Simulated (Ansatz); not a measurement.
# Cu under a change: H interstitial (started 1.55 Å from the nearest host atom), symmetric start

Start from a 12-atom supercell of Cu in the fcc (Cu type) structure (space group Fm-3m, No. 225; a = 3.577 Å) at its relaxed geometry.

Now apply this change: a neutral H interstitial (started 1.55 Å from the nearest host atom), symmetric start, atoms relaxed at fixed cell.

Level of theory: r2SCAN, PAW, 500 eV (Ansatz, a first-principles code; scalar-relativistic without spin-orbit coupling). Settings: 8×6×8 k-points, 0.05 eV Fermi–Dirac smearing.

```tsv
quantity	base	changed	shift
pressure	0.0 GPa	5.0 GPa	+5.0 GPa
largest displacement of a host atom from its site in the perfect cell	–	0.10 Å	–
final site of the added atom	–	4 Cu at 1.62–1.63 Å (tetrahedral)	–
```

In so small a cell the defect repeats every few ångströms: this is an ordered compound, not a dilute defect. The defect started on the symmetric site and kept its symmetry, so it may sit on a saddle. All final runs are without spin polarisation. The defect cell is not spin-polarised.
